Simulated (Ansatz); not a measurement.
**Bi₂S₃ (model structure, started from the A-La2O3 type, P-3m1, No. 164, 5 atoms in the cell): properties by level of theory**

| level (code) | lattice parameter a (Å) | lattice parameter c (Å) |
|---|---|---|
| PBE (Ansatz) | … | 10.367 |
| PBEsol (Ansatz) | 3.996 | … |
| PBE-D3(BJ) (Ansatz) | 4.011 | … |

Fill in the missing entries.


- PBE (Ansatz, a first-principles code), lattice parameter a (Å): 4.056
- PBEsol (Ansatz), lattice parameter c (Å): 9.556
- PBE-D3(BJ) (Ansatz), lattice parameter c (Å): 9.365

Ansatz's density-functional and Hartree–Fock values are scalar-relativistic unless marked +SOC, with PAW data made under PBE.

The computed numbers hold no vibrational or temperature effects.

A model structure was made by putting elements into a prototype or built by hand; it is no filed structure, need not be a known phase, and can be a saddle point held by its symmetry.
